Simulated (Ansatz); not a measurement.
# Ta₂O₅ (model structure, Pbam, No. 55, 14 atoms in the cell): properties by level of theory

| level (code) | cohesive energy (eV/atom) | band gap (eV) |
|---|---|---|
| LDA (Ansatz) | 8.60 | 2.13 |
| PBEsol (Ansatz) | 7.85 | 2.17 |
| r²SCAN (Ansatz) | 7.37 | 2.69 |
| r²SCAN+rVV10 (Ansatz) | 7.52 | 2.68 |

Computed values are for a static lattice. Spin–orbit coupling is included only where a level's name says +SOC; with heavier elements it mostly lowers gaps and can invert bands.  Each level is taken at its own relaxed cell. Cutoffs differ between the levels. Ansatz's density-functional and Hartree–Fock values are scalar-relativistic unless marked +SOC, with PAW data made under PBE.

Ansatz's density-functional and Hartree–Fock values are scalar-relativistic unless marked +SOC, with PAW data made under PBE.

Unless a cell is named, each level is at its own relaxed cell (LDA 11.99, PBEsol 12.28, r²SCAN 12.31, r²SCAN+rVV10 12.22 Å³/atom).

Free atoms are spin-polarised, in the lowest state found; at levels without +SOC their spin–orbit coupling is left out.

The computed numbers hold no vibrational or temperature effects.

A model structure was made by putting elements into a prototype or built by hand; it is no filed structure, need not be a known phase, and can be a saddle point held by its symmetry.

Ansatz is a program for electronic structure.
